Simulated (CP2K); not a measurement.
# Worked example: self-consistent single point of LiAg3 (Pm-3m, 4 atoms in the cell) in CP2K

Method: PBEsol, GPW, DZVP-MOLOPT-PBE-GTH basis, GTH-PBE potentials (POTENTIAL_UZH) (CP2K 2026.2).

The input file:

```
&GLOBAL
  PROJECT bulk
  RUN_TYPE ENERGY_FORCE
  PRINT_LEVEL MEDIUM
&END GLOBAL
&FORCE_EVAL
  METHOD Quickstep
  STRESS_TENSOR ANALYTICAL
  &DFT
    BASIS_SET_FILE_NAME BASIS_MOLOPT_UZH
    POTENTIAL_FILE_NAME POTENTIAL_UZH
    &QS
      METHOD GPW
      EPS_DEFAULT 1E-10
    &END QS
    &MGRID
      CUTOFF 500
      REL_CUTOFF 40
      NGRIDS 5
    &END MGRID
    &SCF
      SCF_GUESS ATOMIC
      EPS_SCF 1E-6
      MAX_SCF 100
      ADDED_MOS 7
      &DIAGONALIZATION
        ALGORITHM STANDARD
      &END DIAGONALIZATION
      &MIXING
        METHOD BROYDEN_MIXING
        ALPHA 0.2
        NBUFFER 10
        BETA 1
      &END MIXING
      &SMEAR ON
        METHOD FERMI_DIRAC
        ELECTRONIC_TEMPERATURE [K] 580.23
      &END SMEAR
    &END SCF
    &KPOINTS
      SCHEME MONKHORST-PACK 8 8 8
      GAMMA_CENTERED T
    &END KPOINTS
    &XC
      &XC_FUNCTIONAL
        &PBE
          PARAMETRIZATION PBESOL
        &END PBE
      &END XC_FUNCTIONAL
    &END XC
    &PRINT
      &MO
        EIGENVALUES T
        OCCUPATION_NUMBERS T
        NDIGITS 8
        FILENAME mo
        &EACH
          QS_SCF 0
        &END EACH
        ADD_LAST NUMERIC
      &END MO
      &MULLIKEN ON
      &END MULLIKEN
    &END PRINT
  &END DFT
  &SUBSYS
    &CELL
      A 4.03339900 0.00000000 0.00000000
      B 0.00000000 4.03339900 0.00000000
      C 0.00000000 0.00000000 4.03339900
      PERIODIC XYZ
    &END CELL
    &COORD
      SCALED
      Li       0.00000000     0.00000000     0.00000000
      Ag       0.00000000     0.50000000     0.50000000
      Ag       0.50000000     0.00000000     0.50000000
      Ag       0.50000000     0.50000000     0.00000000
    &END COORD
    &KIND Li
      BASIS_SET DZVP-MOLOPT-PBE-GTH-q3
      POTENTIAL GTH-PBE-q3
    &END KIND
    &KIND Ag
      BASIS_SET DZVP-MOLOPT-PBE-GTH-q11
      POTENTIAL GTH-PBE-q11
    &END KIND
  &END SUBSYS
  &PRINT
    &FORCES ON
    &END FORCES
    &STRESS_TENSOR ON
    &END STRESS_TENSOR
  &END PRINT
&END FORCE_EVAL
```

The program printed (abridged):

```
 GLOBAL| Method name                                                        CP2K
 GLOBAL| Project name                                                       bulk
 GLOBAL| Run type                                                   ENERGY_FORCE

 CELL| Volume [angstrom^3]:                                            65.616575
 CELL| Vector a [angstrom]:       4.033     0.000     0.000   |a| =     4.033399
 CELL| Vector b [angstrom]:       0.000     4.033     0.000   |b| =     4.033399
 CELL| Vector c [angstrom]:       0.000     0.000     4.033   |c| =     4.033399
 CELL| Angle (b,c), alpha [degree]:                                    90.000000
 CELL| Angle (a,c), beta  [degree]:                                    90.000000
 CELL| Angle (a,b), gamma [degree]:                                    90.000000
 CELL| Numerically orthorhombic:                                             YES
 CELL| Periodicity                                                           XYZ

 DFT| Spin restricted Kohn-Sham (RKS) calculation                            RKS
 DFT| Multiplicity                                                             1
 DFT| Number of spin states                                                    1
 DFT| Charge                                                                   0
 DFT| XC density smoothing                                                  NONE
 DFT| XC derivatives                                                          PW

 QS| Method:                                                                 GPW
 QS| Density plane wave grid type                        NON-SPHERICAL FULLSPACE
 QS| Number of grid levels:                                                    5
 QS| Density cutoff [a.u.]:                                                250.0
 QS| Multi grid cutoff [a.u.]: 1) grid level                               250.0
   [... lines left out ...]
 BRILLOUIN| Wavefunction type                                            COMPLEX
 BRILLOUIN| List of Kpoints [2 Pi/Bohr]                                      260
 BRILLOUIN| Number           Weight            X              Y              Z
 BRILLOUIN|     1           0.00391       -0.37500       -0.37500       -0.37500
 BRILLOUIN|     2           0.00391       -0.37500       -0.37500       -0.25000
 BRILLOUIN|     3           0.00391       -0.37500       -0.37500       -0.12500
   [... 257 lines left out ...]
 *******************************************************************************

 Extrapolation method: initial_guess

 Re-scaling the density matrix to get the right number of electrons
                  # Electrons              Trace(P)               Scaling factor
                           36                36.000                        1.000

 Number of electrons:                                                         36
 Number of occupied orbitals:                                                 18
 Number of molecular orbitals:                                                25

 Number of orbital functions:                                                 81
 Number of independent orbital functions:                                     81
 SCF WAVEFUNCTION OPTIMIZATION

  Step     Update method      Time    Convergence         Total energy    Change
     1 NoMix/Diag. 0.20E+00      -     0.33942469      -118.7263203738 -1.19E+02
     2 Broy./Diag. 0.20E+00      -     0.08619885      -121.7493636575 -3.02E+00
     3 Broy./Diag. 0.20E+00      -     0.13233504      -120.0385456109  1.71E+00
     4 Broy./Diag. 0.20E+00      -     0.01182908      -118.6973169203  1.34E+00
     5 Broy./Diag. 0.20E+00      -     0.00465193      -118.5761669904  1.21E-01
     6 Broy./Diag. 0.20E+00      -     0.00392289      -118.5827549260 -6.59E-03
     7 Broy./Diag. 0.20E+00      -     0.00034018      -118.6326604724 -4.99E-02
   [... 2 lines left out ...]
    10 Broy./Diag. 0.20E+00      -     0.00006834      -118.6185857677  1.79E-03
    11 Broy./Diag. 0.20E+00      -     0.00000837      -118.6182512574  3.35E-04
    12 Broy./Diag. 0.20E+00      -     0.00001426      -118.6183047590 -5.35E-05
    13 Broy./Diag. 0.20E+00      -     0.00000153      -118.6182052519  9.95E-05
    14 Broy./Diag. 0.20E+00      -     0.00000098      -118.6181918342  1.34E-05
  *** SCF run converged in    14 steps ***

  Electronic density on regular grids:        -35.9999999995        0.0000000005
  Core density on regular grids:               35.9999999949       -0.0000000051
  Total charge density on r-space grids:       -0.0000000046
  Total charge density g-space grids:          -0.0000000046

  Overlap energy of the core charge distribution:               0.00000000760760
  Self energy of the core charge distribution:               -185.18180301516244
  Core Hamiltonian energy:                                     60.63341106117188
  Hartree energy:                                              24.98715276588025
  Exchange-correlation energy:                                -19.05664572906873
  Electronic entropic energy:                                  -0.00030692450706
  Fermi energy:                                                 0.22672534266524

  Total energy:                                              -118.61819183419441
  Total energy (extrapolated to T->0):                       -118.61803837194088

                     Mulliken Population Analysis

 #  Atom  Element  Kind  Atomic population                           Net charge
       1     Li       1          2.389535                              0.610465
       2     Ag       2         11.203489                             -0.203489
       3     Ag       2         11.203497                             -0.203497
       4     Ag       2         11.203479                             -0.203479
 # Total charge                             36.000000                  0.000000

 ENERGY| Total FORCE_EVAL ( QS ) energy [hartree]           -118.618192241695027

 FORCES| Atomic forces [hartree/bohr]
 FORCES|   Atom     x               y               z               |f|
 FORCES|      1  2.24214803E-11  2.24250693E-11  2.24261585E-11   3.88399163E-11
 FORCES|      2  1.56367421E-10 -3.54184506E-11 -3.54265800E-11   1.64195858E-10
 FORCES|      3 -3.54173839E-11  1.56363279E-10 -3.54104893E-11   1.64188211E-10
 FORCES|      4 -3.54180849E-11 -3.54165393E-11  1.56360539E-10   1.64187058E-10
 FORCES| Sum     1.07953433E-10  1.07953358E-10  1.07949628E-10
 FORCES| Total atomic force                                       1.86978591E-10

 STRESS| Analytical stress tensor [bar]
 STRESS|                        x                   y                   z
 STRESS|      x       -1.59410627119E+04   1.08923296635E-04   1.08924908031E-04
 STRESS|      y        1.08923296635E-04  -1.59404507774E+04   1.08925370900E-04
 STRESS|      z        1.08924908031E-04   1.08925370900E-04  -1.59415599318E+04
 STRESS| 1/3 Trace                                            -1.59410244737E+04
```

The run converged in 14 iterations.

The starting cell comes from a database of computed structures (which also holds hypothetical and non-ambient phases and stackings), without a prior relaxation at this level. Its lattice was rescaled by a random factor within 2.5 % of one. Values carry the incompleteness of an atom-centred basis. The potentials were made for another functional than the one used.

Cost on one core of a shared machine: roughly 3 min.
